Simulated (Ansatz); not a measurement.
**Pressure series in Mg2Sn**

Take Mg₂Sn (space group Fm-3m, No. 225; a = 6.746 Å) as the base.

Cell and atoms are relaxed at each pressure.

Calculations: Kohn–Sham DFT with the PBEsol functional, run in Ansatz (a quantum-chemistry and plane-wave program) with PAW and 420 eV plane waves, no spin-orbit coupling, earlier PAW set.

Notes on the quantities. enthalpy: H = E + PV relative to the base's energy.

```csv
case,enthalpy,lattice parameter a
base,–,6.746 Å
pressure −2 GPa,-0.33 eV/atom,6.862 Å
pressure −1 GPa,-0.16 eV/atom,6.801 Å
pressure 0.9 GPa,+0.14 eV/atom,6.702 Å
pressure 2.1 GPa,+0.33 eV/atom,6.648 Å
pressure 4.5 GPa,+0.69 eV/atom,6.555 Å
pressure 9 GPa,+1.32 eV/atom,6.416 Å
pressure 15 GPa,+2.12 eV/atom,6.272 Å
pressure 22.5 GPa,+3.05 eV/atom,6.133 Å
pressure 30 GPa,+3.92 eV/atom,6.022 Å
```

Load acts through the strain it causes; cell and atoms are relaxed under it. Stability against distortions was not tested. No other phases were tried under pressure.
